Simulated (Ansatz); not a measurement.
# TiGe2 (model structure, started from the Al2Cu type, I4/mcm, No. 140, 6 atoms in the cell): properties by level of theory

```json
[
 {"level (code)": "PBE (Ansatz)", "equilibrium lattice constant a (Å)": "6.435", "c axis length (Å)": "5.497", "formation enthalpy (eV/atom)": "-0.227"},
 {"level (code)": "PBEsol (Ansatz)", "equilibrium lattice constant a (Å)": "6.327", "c axis length (Å)": "5.427", "formation enthalpy (eV/atom)": "-0.283"},
 {"level (code)": "PBE-D3(BJ) (Ansatz)", "equilibrium lattice constant a (Å)": "6.306", "c axis length (Å)": "5.420", "formation enthalpy (eV/atom)": "-0.250"}
]
```

Ansatz's density-functional and Hartree–Fock values are scalar-relativistic unless marked +SOC, with PAW data made under PBE.

The computed numbers hold no vibrational or temperature effects.

A model structure was made by putting elements into a prototype or built by hand; it is no filed structure, need not be a known phase, and can be a saddle point held by its symmetry.

Ansatz is a program for electronic structure.
